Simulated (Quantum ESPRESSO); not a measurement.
## Cost against accuracy: ecutwfc for MgZn₃S₄ (P-43m, 8 atoms in the cell)

Cell: a = 5.4461 Å, b = 5.4461 Å, c = 5.4461 Å, α = 90.00°, β = 90.00°, γ = 90.00°.

Method: PBEsol, PseudoDojo standard norm-conserving (PBESOL) pseudopotentials (plane waves; Quantum ESPRESSO).

Base settings: ecutwfc = 85 Ry; occupations = fixed; potentials = {Mg: Mg.upf, Zn: Zn.upf, S: S.upf}; K_POINTS = automatic 3 3 3 0 0 0; nbnd = 55; conv_thr = 1e-10 Ry.

Misses are taken against the tightest run, 170 Ry, which need not be fully converged itself. The energy is the free energy per atom.

The count of work is k-points × plane waves × bands × iterations; it is no time, and leaves out set-up, grids and terms that scale otherwise. Core times come from one kind of shared machine and are given to one figure; runs under 30 s give none.

The starting cell comes from a database of computed structures (which also holds hypothetical and non-ambient phases and stackings), without a prior relaxation at this level. Its lattice was rescaled by a random factor within 2.5 % of one.

The runs (ecutwfc): 34 Ry | 42 Ry | 51 Ry | 59 Ry | 68 Ry | 76 Ry | 85 Ry | 98 Ry | 110 Ry | 128 Ry | 149 Ry | 170 Ry.

### Question
Which is the coarsest setting among those run that, with all tighter ones, holds the energy within 5 meV/atom of the reference, and what does it save?

### Answer
76 Ry, off by 2.6 meV/atom; it needs 0.30 of the reference's count of work and about 0.2 of the reference's time.

### Question
Which is the coarsest setting among those run that, with all tighter ones, holds the energy within 1 meV/atom of the reference, and what does it save?

### Answer
85 Ry, off by 0.33 meV/atom; it needs 0.35 of the reference's count of work and about 0.3 of the reference's time.

### Question
What does the step from 34 Ry to 68 Ry buy?

### Answer
It takes the miss in the energy from 42000 to 46 meV/atom, for 2.5 times the count of work.

```tsv
ecutwfc	energy less reference (meV/atom)	pressure less reference (GPa)	largest difference in the force on any atom (eV/Å)	count of work / reference	core time / reference (rough)
34 Ry	42121.58	-970.02	0.144	0.10	–
42 Ry	13578.06	-463.78	0.087	0.11	–
51 Ry	2902.36	-150.54	0.031	0.16	–
59 Ry	527.64	-38.91	0.009	0.19	–
68 Ry	45.79	-5.10	0.002	0.25	–
76 Ry	2.62	-0.41	0.000	0.30	0.2
85 Ry	0.33	0.00	0.000	0.35	0.3
98 Ry	0.22	0.00	0.000	0.44	0.3
110 Ry	0.18	0.00	0.000	0.52	0.3
128 Ry	0.12	0.00	0.000	0.66	0.6
149 Ry	0.05	0.00	0.000	0.82	1.0
170 Ry	0.00	0.00	0.000	1.0	1
```
